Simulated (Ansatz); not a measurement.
The starting structures come from a database of crystals and need not be the phases stable at ambient conditions.

Where the default PAW files enter, the runs use the earlier of Ansatz's two default sets.

By PBEsol, the system below comes out a metal.

Without scattering a metal conducts by its projected Fermi surface.

Given:

```xyz
12
Lattice="5.7413 0.0000 0.0000 0.0000 6.1283 0.0000 0.0000 2.6751 5.0628" Properties=species:S:1:pos:R:3 pbc="T T T"
Ni     0.0000     5.0231     0.5839
Ni     0.0000     3.7802     4.4788
Ni     2.8707     2.4427     1.9474
Ni     2.8707     6.3607     3.1153
Ge     3.7739     0.4145     0.7844
Ge     1.9674     2.2607     4.2784
Ge     0.9033     0.9231     1.7470
Ge     4.8380     1.7520     3.3157
Ge     4.3060     4.3880     2.5055
Ge     1.4353     4.4154     2.5573
Ge     1.4353     3.0778     0.0259
Ge     4.3060     5.7256     5.0368
```

Space group of this cell: Cmce. The cell is taken as given; by PBEsol its mean pressure is -1.5 GPa.

The current flows along the normal of the first two printed cell vectors. No spin-orbit coupling; the value is a mean over 0.1 eV about the Fermi level.

Problem. Compute, with PBEsol in Ansatz (a first-principles code), the ballistic conductance per area.

Solution. 0.63 × 10¹⁵ S/m² for both spins.
